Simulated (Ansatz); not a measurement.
**By hand: surface energy of the Si(100) slab with 2 Se, the mean of its two faces, with the listed reservoirs for the atoms in excess**

Subject: the surface energy of the Si(100) slab with 2 Se, the mean of its two faces, with the listed reservoirs for the atoms in excess. Reaction: 2 Se (P3₁21) + 9 Si (diamond) → cell A.

A: a slab of Si (diamond, Fd-3m) cut along (100), 11 atoms, square cell of 3.83 Å (14.7 Å²), symmetry P-4m2 within 0.02 Å, 13.6 Å thick under 16 Å of vacuum, in-plane vectors held at the crystal's; planes from bottom to top: Se | Si × 9 | Se; added, foreign or displaced atoms, above the top plane and below the bottom plane: two times Se bound to 2 Si at 2.38 Å; spin state with PBE: run without spin.

Setting: static, neutral cells in Ansatz (PAW) whose structures rest at the PBE+D3(BJ) level. Ansatz (an electronic-structure program) runs with its default PAW set. Other levels take these structures. The lattices are those relaxed with PBE+D3(BJ), so at other levels the solids can be strained, which adds to the spread. The PAW files were made for PBE and serve at the other functionals too. Space groups of crystals are read within 0.01 Å. Cell A has symmetry P-4m2 within 0.02 Å and got no random move, so less symmetric positions, which may lie lower, weren't tried.

Total energies of the cells in eV, at zero smearing width. They compare only within one column; the weights balance every element.

```csv
cell,atoms,weight,r2SCAN+D4,PBEsol
A: Si(100) slab with 2 Se,11,+1,-16709.88481,-16442.43423
Se (P3₁21),3,−2/3,-16434.67718,-16272.61948
Si (diamond),2,−9/2,-1278.36969,-1242.98304
```

r2SCAN+D4: (-16709.88481) − 2/3 × (-16434.67718) − 9/2 × (-1278.36969) = -0.7697 eV; dividing by 2 × 14.696 Å² and converting at 16.022 J/m² per eV/Å² gives -0.42 J/m².

PBEsol: (-16442.43423) − 2/3 × (-16272.61948) − 9/2 × (-1242.98304) = -0.5976 eV; dividing by 2 × 14.696 Å² and converting at 16.022 J/m² per eV/Å² gives -0.33 J/m².
